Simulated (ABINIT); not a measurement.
Input and output of a self-consistent single point for Au (Fm-3m, 1 atom in the cell) (ABINIT).

Method of the run: PBE, PAW (JTH v2.0 PBE PAW) (plane waves; ABINIT 10.0.3).

The change in words: lattice scaled by 0.98. Reference geometry:
```xyz
1
Lattice="0.0000 2.1169 2.1169 2.1169 0.0000 2.1169 2.1169 2.1169 0.0000" Properties=species:S:1:pos:R:3 pbc="T T T"
Au     0.0000     0.0000     0.0000
```

Reference input (self-consistent single point, DFT, PBE, plane waves, PAW (JTH v2.0 PBE PAW)): pseudos = [Au.GGA_PBE-JTH.xml]; ecut = 26 Ha; pawecutdg = 52 Ha; pawxcdev = 0; ixc = 11; occopt = 7; tsmear = 0.136 eV; ngkpt = 13 13 13; nshiftk = 1; shiftk = 0 0 0; potentials = JTH v2.0 PBE PAW; nband = 11. This run's input differs from it in these lines:

```diff
@@ -3,3 +3,3 @@
 pseudos "Au.GGA_PBE-JTH.xml"
-acell 2.9937911166 2.9937911166 2.9937911166 Angstrom
+acell 2.9339147286 2.9339147286 2.9339147286 Angstrom
 rprim
```

Output, abridged:

```
--- !BeginCycle
solver: {iscf: 17, nstep: 80, nline: 4, wfoptalg: 10, }
tolerances: {tolvrs: 1.00E-12, }
...

     iter   Etot(hartree)      deltaE(h)  residm     nres2
 ETOT  1  -33.963122831419    -3.396E+01 8.452E-01 1.760E+01
 ETOT  2  -34.223400405351    -2.603E-01 1.696E-01 2.120E+01
 ETOT  3  -34.161232224503     6.217E-02 3.067E-02 4.823E+00
 ETOT  4  -34.153905812784     7.326E-03 2.867E-02 1.174E-01
 ETOT  5  -34.156522099817    -2.616E-03 1.220E-02 1.149E-01
   [... 16 lines left out ...]
 ETOT 22  -34.156134979268     9.379E-13 2.027E-04 2.498E-10
 ETOT 23  -34.156134979268     1.279E-13 2.408E-04 1.548E-10
 ETOT 24  -34.156134979268     3.055E-13 1.691E-04 5.562E-11
 ETOT 25  -34.156134979268    -1.137E-13 2.095E-04 9.000E-13
 At SCF step   25       nres2   =  9.00E-13 < tolvrs=  1.00E-12 =>converged.

 Cartesian components of stress tensor (hartree/bohr^3)
  sigma(1 1)= -2.64980578E-05  sigma(3 2)=  0.00000000E+00
  sigma(2 2)= -2.64980578E-05  sigma(3 1)=  0.00000000E+00
  sigma(3 3)= -2.64980578E-05  sigma(2 1)=  0.00000000E+00

 ----iterations are completed or convergence reached----

 reduced coordinates (array xred) for    1 atoms
       0.000000000000      0.000000000000      0.000000000000
 cartesian forces (eV/Angstrom) at end:
    1     -0.00000000000000    -0.00000000000000    -0.00000000000000
 frms,max,avg= 0.0000000E+00 0.0000000E+00   0.000E+00  0.000E+00  0.000E+00 e/A
 length scales=  5.544295334294  5.544295334294  5.544295334294 bohr
              =  2.933914728600  2.933914728600  2.933914728600 angstroms
   [... lines left out ...]
 Fermi (or HOMO) energy (hartree) =   0.26404   Average Vxc (hartree)=  -0.42484
   [... lines left out ...]
'-kT*entropy'       : -1.07353225374698E-04
total_energy        : -3.41561342065795E+01
total_energy_eV     : -9.29435679068912E+02
...

-Cartesian components of stress tensor (GPa)         [Pressure=  7.7960E-01 GPa]
- sigma(1 1)= -7.79599644E-01  sigma(3 2)=  0.00000000E+00
- sigma(2 2)= -7.79599644E-01  sigma(3 1)=  0.00000000E+00
- sigma(3 3)= -7.79599644E-01  sigma(2 1)=  0.00000000E+00

 Calculation completed.
```

The run converged in 25 iterations. Against the reference run the free energy falls by 21.3 meV/atom and the pressure goes from -6.40 to 0.78 GPa.

The starting cell comes from a database of computed structures (which also holds hypothetical and non-ambient phases and stackings), without a prior relaxation at this level. Its lattice was rescaled by a random factor within 2.5 % of one. For this run, on top of that: lattice scaled by 0.98.

Cost on one core of a shared machine: roughly 2 min.
